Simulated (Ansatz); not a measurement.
System: Al3V (model structure, started from the A15 type, Pm-3n, No. 223, 8 atoms in the cell). Method: PBE in Ansatz (plane waves, PAW).

Settings: plane-wave cutoff 520 eV, 12×12×12 k mesh, Fermi–Dirac smearing 0.05 eV, spin-polarised with parallel moments, scalar-relativistic PAW data made under PBE.

Cell (relaxed at this level):

```
CELL_PARAMETERS angstrom
      4.99895     0.00000     0.00000
      0.00000     4.99895     0.00000
      0.00000     0.00000     4.99895
ATOMIC_POSITIONS crystal
  Al 0.25000 0.00000 0.50000
  Al 0.75000 0.00000 0.50000
  Al 0.00000 0.50000 0.25000
  Al 0.00000 0.50000 0.75000
  Al 0.50000 0.25000 0.00000
  Al 0.50000 0.75000 0.00000
  V  0.00000 0.00000 0.00000
  V  0.50000 0.50000 0.50000
```
Starting moments (μB, in the order of the record's atoms Al Al Al Al Al Al V V): 0.0 0.0 0.0 0.0 0.0 0.0 2.0 2.0.

Problem. Estimate the bulk modulus B0 that the calculation returns.

Solution. 
- bulk modulus B0: 107 GPa

The run finds no gap.

Note: the magnetic order was assumed, not searched for or taken from measurement; the bulk modulus is −V dP/dV from two relaxed cells at ±2 % in volume; the moments ended far under their starting size, a low-moment state that need not be the lowest; the relaxation could raise the start's symmetry but not lower it, so the cell can be a saddle point.

Static lattice: no zero-point or thermal effects.

A model structure was made by putting elements into a prototype or built by hand; it is no filed structure, need not be a known phase, and can be a saddle point held by its symmetry.

Ansatz is a quantum-chemistry and plane-wave program.
